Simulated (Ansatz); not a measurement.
The starting structures come from a database of crystals and need not be the phases stable at ambient conditions.

 Where the default PAW files enter, the runs use the earlier of Ansatz's two default sets.

Tunnelling through a barrier is set by its complex band structure: the current falls as exp(−2κd) with the smallest κ.

```
CELL_PARAMETERS angstrom
      6.50459     0.00000     0.00000
      0.00000     9.19888     0.00000
      3.25230     4.59944     3.25230
ATOMIC_POSITIONS crystal
  K  0.00000 0.50000 0.00000
  Rb 0.50000 0.75000 0.00000
  Rb 0.50000 0.25000 0.00000
  Sc 0.00000 0.00000 0.00000
  F  0.00000 0.77859 0.44282
  F  0.00000 0.22141 0.55718
  F  0.55718 0.77859 0.44282
  F  0.44282 0.22141 0.55718
  F  0.00000 0.77859 0.00000
  F  0.00000 0.22141 0.00000
```

Space group of this cell: Fm-3m. The cell is taken as given; by r2SCAN its mean pressure is -2.3 GPa.

Transport runs along the normal of the first two printed cell vectors, the (110) plane of the conventional cell.

The gap is the functional's own, uncorrected, and κ follows it; spin-orbit coupling is left out. Mid-gap values are interpolated between the computed energies.

Give the band gap and the smallest decay constant κ at mid-gap that r2SCAN (Ansatz, an electronic-structure program) yields.

Gap 7.15 eV on a 10×10×10 mesh; κ = 0.550 1/Å, at the zone centre.
